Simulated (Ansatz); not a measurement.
Take CaZrF$_{6}$ (space group Fm-3m, No. 225; a = 8.511 Å; a cell from a computed database, its experimental status unchecked) as the base. Axes: x, y, z lie along the cube axes.

Modification: the symmetric strain tensor [-0.0034 -0.0080 -0.0049; -0.0080 -0.0057 -0.0235; -0.0049 -0.0235 0.0155]; the atoms relax in the strained cell.

Levels (all Ansatz, an electronic-structure program, PAW): PBEsol (420 eV, scalar-relativistic without spin-orbit coupling); r2SCAN (500 eV, no SOC).

The geometry is relaxed with PBEsol.

```
Quantity                   Result
--------------------  -----------
PBEsol band gap           6.95 eV
PBEsol pressure         -0.30 GPa
PBEsol gap character  direct at Γ
```

Q: Predict the band gap, pressure and gap character from r2SCAN.

A: The band gap rises by 0.74 eV to 7.69 eV; the pressure rises by 0.63 GPa (-0.30 GPa → 0.33 GPa); the gap character is still direct at Γ.

Single points use the geometry relaxed with PBEsol. Their cutoffs differ, which shifts pressures a little. Stability against distortions was not tested. Labels are those of the standard path for the cell's own space group.
